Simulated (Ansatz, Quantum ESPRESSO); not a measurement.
**One structure in several programs: PNO (I2_12_12_1, 6 atoms in the cell)**

Zone-centre phonon calculation.

```
CELL_PARAMETERS angstrom
     -2.22378     2.38856     3.50218
      2.22378    -2.38856     3.50218
      2.22378     2.38856    -3.50218
ATOMIC_POSITIONS crystal
  P  0.61083 0.86083 0.75000
  P  0.88917 0.63917 0.25000
  N  0.75000 0.89204 0.14204
  N  0.25000 0.60796 0.35796
  O  0.87288 0.75000 0.62288
  O  0.62712 0.25000 0.87712
```

Shared settings, as Ansatz (a quantum-chemistry and plane-wave program) writes them: kpoints.mp_grid.grid = 5 5 5; scf.occupations.method = fixed. Potentials and cutoffs stand in the table.

```tsv
code	model	highest zone-centre frequency, without LO-TO term (cm⁻¹)	mean ε∞ at this mesh	cutoff
Ansatz	LDA (PW92), PAW files made with PBE	1288	3.19	default
Quantum ESPRESSO	LDA (PZ), GBRV 1.5 ultrasoft (LDA) pseudopotentials	1293	3.19	40 Ry
```

The spread over the programs that give each value: highest zone-centre frequency, without LO-TO term within 5.0 cm⁻¹; mean ε∞ at this mesh within 0.00 .

The same LDA comes in different parametrisations, which differ slightly.

The starting cell comes from a database of computed structures (which also holds hypothetical and non-ambient phases and stackings), without a prior relaxation at this level.

Keys are those of Ansatz 0.2.
